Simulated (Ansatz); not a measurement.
Consider La$_{2}$O$_{3}$ (space group P-3m1, No. 164).

Space group P-3m1 (No. 164); a = b = 3.906 Å, c = 6.039 Å, α = β = 90.00°, γ = 120.00°

```csv
atom,site,symmetry,x,y,z
La,2d,3m.,0.3333,0.6667,0.2453
O,1a,-3m.,0.0000,0.0000,0.0000
O,2d,3m.,0.6667,0.3333,0.3539
```

Computed with PBEsol (Ansatz, a quantum-chemistry and plane-wave program), without spin-orbit coupling, earlier PAW set.

For the base:

```
Property                Result
-------------  ---------------
Gap character  indirect, L → K
Pressure              0.1 kbar
Band gap               3.77 eV
```

The change: an isotropic linear strain of −4.99 %, atoms relaxed at fixed cell.

Q: Predict the new gap character.

A: The gap character becomes indirect, K → M (base: indirect, L → K).

Q: Predict the new hole mass.

A: The hole mass is 2.4 mₑ along c, 0.83 mₑ across (at K).

Q: How does this affect the pressure?

A: The pressure (mean of the normal stresses, compression positive) goes up by 279.6 kbar (0.1 kbar → 279.7 kbar).

Q: Estimate the effect on the band gap.

A: The band gap shrinks by 0.17 eV (3.77 eV → 3.60 eV).

Masses are band curvatures over ±0.01 Å⁻¹ around the edge. No phonon test of stability was made.
